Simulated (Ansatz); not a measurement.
**AlRu: isotropic strain −2.00 %**

The parent structure is AlRu in the CsCl type structure (space group Pm-3m, No. 221; a = 3.005 Å; relaxed with 0.1 eV smearing).

Perturbation: every lattice vector is shortened by 2.00 %, atoms relaxed at fixed cell.

All numbers come from Kohn–Sham DFT with the PBE functional, run in Ansatz (an electronic-structure program) with PAW and 420 eV plane waves, no spin-orbit coupling. Γ-centred 19×19×19 mesh, Fermi–Dirac width 0.1 eV.

The volume per atom decreases by 0.80 Å³, from 13.57 Å³ to 12.77 Å³ and the space group is still Pm-3m (No. 221). The shortest interatomic distance shrinks by 0.052 Å (2.602 Å → 2.550 Å) and the energy grows by 33 meV/atom. The pressure goes from zero to 14.0 GPa and the band gap remains zero.

Final structure:

```xyz
2
Lattice="2.9447 0.0000 0.0000 0.0000 2.9447 0.0000 0.0000 0.0000 2.9447" Properties=species:S:1:pos:R:3 pbc="T T T"
Al     1.4724     1.4724     1.4724
Ru     0.0000     0.0000     0.0000
```

Whether these cells are dynamically stable was not tested. All final runs are without spin polarisation.
